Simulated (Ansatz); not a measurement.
Input:

Host crystal: wurtzite ZnO, with a band gap (PBE, scalar-relativistic without spin-orbit coupling).

End structure of CO on the 1x1 (10-10) surface of wurtzite ZnO (cut with top plane O + Zn), one in a 2x1 cell, started at the site 'top Zn':

```
CELL_PARAMETERS angstrom
      6.55898     0.00000     0.00000
      0.00000     5.29379     0.00000
      0.00000     0.00000    28.50000
ATOMIC_POSITIONS crystal
  O  0.25000 0.37743 0.33452
  O  0.75000 0.37743 0.33452
  Zn 0.25000 0.03125 0.34633
  Zn 0.75000 0.03125 0.34633
  O  0.00000 0.87215 0.36753
  O  0.50000 0.87215 0.36753
  Zn 0.00000 0.49479 0.36289
  Zn 0.50000 0.49479 0.36289
  O  0.00000 0.37176 0.43285
  O  0.50000 0.37176 0.43285
  Zn 0.00000 0.99599 0.43628
  Zn 0.50000 0.99599 0.43628
  O  0.25000 0.87015 0.46746
  O  0.75000 0.87015 0.46746
  Zn 0.25000 0.49048 0.46515
  Zn 0.75000 0.49048 0.46515
  O  0.25000 0.36981 0.53223
  O  0.75000 0.37169 0.53279
  Zn 0.25000 0.99086 0.53457
  Zn 0.75000 0.99205 0.53467
  O  0.00019 0.87190 0.56704
  O  0.49981 0.87190 0.56704
  Zn 0.00238 0.49512 0.56422
  Zn 0.49762 0.49512 0.56422
  O  0.00288 0.37218 0.63229
  O  0.49712 0.37218 0.63229
  Zn 0.00108 0.99167 0.63601
  Zn 0.49892 0.99167 0.63601
  O  0.25000 0.87406 0.66662
  O  0.75000 0.87532 0.66540
  Zn 0.25000 0.51406 0.66307
  Zn 0.75000 0.52984 0.65134
  C  0.25000 0.28179 0.72636
  O  0.25000 0.19173 0.76246
```

Slab: 34 atoms, 9.4 Å thick at the start under the adsorbate (thin: gaps and levels are the slab's own); k 3x3x1, smearing 0.01 eV, dipole-corrected; single point; on the structure that PBE left under its start's symmetry; no spin, no spin-orbit, no U, no dispersion correction. At the end it is bonded to Zn. In PBE it is, or lies within 0.03 eV of, the lowest of the starts that converged; the order may differ at this level.

A negative adsorption energy means that the adsorbate is more stable on the surface than in its reference.

Problem. Give the change of the step from the bottom to the top vacuum level, against the clean slab at the level Ansatz (a program for electronic structure) with HSE06, at the PBE geometry.

Solution. -0.92 eV

Problem. What adsorption energy against CO(g) at the same level does HSE06, at the PBE geometry give?

Solution. -0.28 eV
